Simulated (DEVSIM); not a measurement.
Structure: Ti/SiO2/n-Ge capacitor, at 250 K.

```
layer (left to right)  material  thickness (nm)  Nd (cm⁻³)
---------------------  --------  --------------  ---------
1                          SiO2            9.90          -
2                            Ge             750     6.3e17
```

Metal gate on the left, work function 4.33 eV. Fixed charge at the semiconductor interface 2.5e11 cm⁻² (in units of +e); no interface traps.

The device is made up for the run: typed textbook-type constants, with dimensions and the other settings drawn at random. Values at 300 K; Nc and Nv go as T^1.5, mobilities as T to minus their exponent, the gap by Varshni's rule with the affinity fixed.

```
parameter         SiO2        Ge
----------------  ----  --------
gap (eV)             9     0.664
affinity (eV)      0.9         4
permittivity       3.9        16
Nc (cm⁻³)            -   1.04e19
Nv (cm⁻³)            -      6e18
Varshni α (eV/K)     -  0.000477
Varshni β (K)        -       235
```

DEVSIM, 1D Poisson equation in equilibrium, Boltzmann statistics, complete ionisation; no quantum confinement or tunnelling. Metal contacts follow the ideal Schottky-Mott rule: no Fermi-level pinning, no interface dipoles.

The substrate doping was swept, all else fixed.

```json
[
 {"substrate doping (cm^-3)": "3.2e16", "minimum of the low-frequency capacitance (μF/cm²)": "0.0798", "threshold voltage (band bending 2φF) (V)": "-0.59", "flat-band voltage (V)": "0.10"},
 {"substrate doping (cm^-3)": "6.3e16", "minimum of the low-frequency capacitance (μF/cm²)": "0.0997", "threshold voltage (band bending 2φF) (V)": "-0.71", "flat-band voltage (V)": "0.11"},
 {"substrate doping (cm^-3)": "1.3e17", "minimum of the low-frequency capacitance (μF/cm²)": "0.126", "threshold voltage (band bending 2φF) (V)": "-0.89", "flat-band voltage (V)": "0.13"},
 {"substrate doping (cm^-3)": "3.2e17", "minimum of the low-frequency capacitance (μF/cm²)": "0.159", "threshold voltage (band bending 2φF) (V)": "-1.22", "flat-band voltage (V)": "0.15"},
 {"substrate doping (cm^-3)": "6.3e17", "minimum of the low-frequency capacitance (μF/cm²)": "0.185", "threshold voltage (band bending 2φF) (V)": "-1.60", "flat-band voltage (V)": "0.16"},
 {"substrate doping (cm^-3)": "1.3e18", "minimum of the low-frequency capacitance (μF/cm²)": "0.214", "threshold voltage (band bending 2φF) (V)": "-2.17", "flat-band voltage (V)": "0.18"}
]
```

From the first row to the last the minimum of the low-frequency capacitance goes from 0.0798 to 0.214. From the first row to the last the threshold voltage (band bending 2φF) goes from -0.59 to -2.17.
